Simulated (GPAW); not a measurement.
Band structure of CsPbBr₃ (Pm-3m, 5 atoms in the cell).

```yaml
crystal:
  lattice:
    - [6.09259, 0.00000, 0.00000]
    - [0.00000, 6.09259, 0.00000]
    - [0.00000, 0.00000, 6.09259]
  atoms:
    - { symbol: Cs, position: [0.00000, 0.00000, 0.00000] }
    - { symbol: Pb, position: [0.50000, 0.50000, 0.50000] }
    - { symbol: Br, position: [0.50000, 0.50000, 0.00000] }
    - { symbol: Br, position: [0.00000, 0.50000, 0.50000] }
    - { symbol: Br, position: [0.50000, 0.00000, 0.50000] }
```

Method of the run: PBE, GPAW PAW datasets PBE (gpaw-data 1.0.1) (plane waves; GPAW).

Settings: mode = pw; ecut = 600 eV; xc = PBE; kpts = 5 5 5; mesh shift (steps) = 0 0 0; occupations.name = fermi-dirac; occupations.width = 0 eV; nbands = -6; convergence.forces = 0.001 eV/Å; convergence.bands = -4; symmetry.symmorphic = false; symmetry.tolerance = 0.0005; maxiter = 150; bandpath_npoints = 40.

The starting cell comes from a database of computed structures (which also holds hypothetical and non-ambient phases and stackings), without a prior relaxation at this level. Its lattice was rescaled by a random factor within 2.5 % of one. Spin-orbit coupling is off.

Predict the gap along the standard path and the places of the band edges.

The gap along the path is 1.87 eV, direct at R to within 0.01 eV.

Levels in eV from the top of the valence band on the SCF mesh, bands 19 to 26:
```tsv
point	19	20	21	22	23	24	25	26
Γ	-1.01	-0.94	-0.94	-0.94	3.93	5.20	5.20	5.91
X	-1.11	-1.01	-1.01	-0.62	3.18	5.27	5.69	5.69
M	-1.19	-1.19	-0.63	-0.06	2.79	2.79	5.35	6.05
R	-0.62	-0.62	-0.62	0.48	2.35	2.35	2.35	5.42
```
